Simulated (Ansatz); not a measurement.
The parent structure is AlN (space group P4_2/mnm, No. 136; a = 5.294 Å, c = 3.109 Å; a hypothetical phase, not in the database extracts checked).

Perturbation: every lattice vector is shortened by 0.93 %; the atoms relax in the strained cell.

Levels (all Ansatz, an electronic-structure program, PAW): PBEsol (420 eV, without spin-orbit coupling); r2SCAN (500 eV, spin-orbit coupling left out).

The geometry is relaxed with PBEsol.

| Quantity | Result |
|---|---|
| PBEsol pressure | 5.66 GPa |
| PBEsol lowest conduction level above the VBM at special points | Γ 3.93 eV; A 5.19 eV; X 5.90 eV; Z 5.96 eV |
| PBEsol smallest direct gap | 3.95 eV |
| PBEsol gap character | indirect, M–Γ (86 % along) → Γ |

Problem. What does r2SCAN give at this geometry for the pressure, lowest conduction level above the VBM at special points, smallest direct gap and gap character?

Solution. The pressure falls by 1.14 GPa, from 5.66 GPa to 4.52 GPa; the lowest conduction level above the VBM at special points goes from Γ 3.93 eV; A 5.19 eV; X 5.90 eV; Z 5.96 eV to Γ 4.63 eV; A 5.95 eV; X 6.66 eV; Z 6.80 eV; the smallest direct gap increases by 0.69 eV to 4.64 eV; the gap character is still indirect, M–Γ (86 % along) → Γ.

Single points use the geometry relaxed with PBEsol. Their cutoffs differ, which shifts pressures a little. Semilocal Kohn–Sham gaps tend to fall short of experiment. Whether these cells are dynamically stable was not tested.
